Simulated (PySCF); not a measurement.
PySCF 2.14.0, MP2 (frozen core)/def2-svp: CC1=CC[Si@H]1C[SiH2][SiH3], 22 atoms. The geometry is a generated start, not checked to be a minimum at this level.

```yaml
task: mp2
basis: def2-svp
two_electron_scheme: exact four-centre integrals
frozen_core: true
mf.init_guess: minao (default)
mf.DIIS: CDIIS (default)
mf.diis_space: 8 (default)
mf.conv_tol: 1e-09 (default)
basis functions (reference run): 194
```

On 4 threads, 1 BLAS thread. Build: conda-forge: OpenMP (GNU), OpenBLAS with its own threads, libcint, Libxc. Single runs; times are not shown.

Values of mol.max_memory tried: 8000 MB, 4000 MB, 2000 MB, 1000 MB, 500 MB, 300 MB, 200 MB.

Which of these memory settings still run, and by which path?

It runs down to 200 MB, the lowest tried, with the same result. At 8000 MB: SCF integrals in memory, transformation in memory. From 2000 MB down: SCF integrals in memory, transformation through a file. From 1000 MB down: direct SCF, transformation through a file.

```tsv
mol.max_memory	path	peak memory
8000 MB	SCF integrals in memory, transformation in memory	2.0 GiB
4000 MB	SCF integrals in memory, transformation in memory	2.0 GiB
2000 MB	SCF integrals in memory, transformation through a file	2.8 GiB
1000 MB	direct SCF, transformation through a file	1.5 GiB
500 MB	direct SCF, transformation through a file	1.5 GiB
300 MB	direct SCF, transformation through a file	1.5 GiB
200 MB	direct SCF, transformation through a file	1.5 GiB
```

Peak memory is the kernel's count for the largest process, libraries included and scratch files not. The peak passes the setting at 2000 MB, 1000 MB, 500 MB, 300 MB, 200 MB: it is no hard cap. MP2's transformation through a file may take 2000 MB even at lower settings.
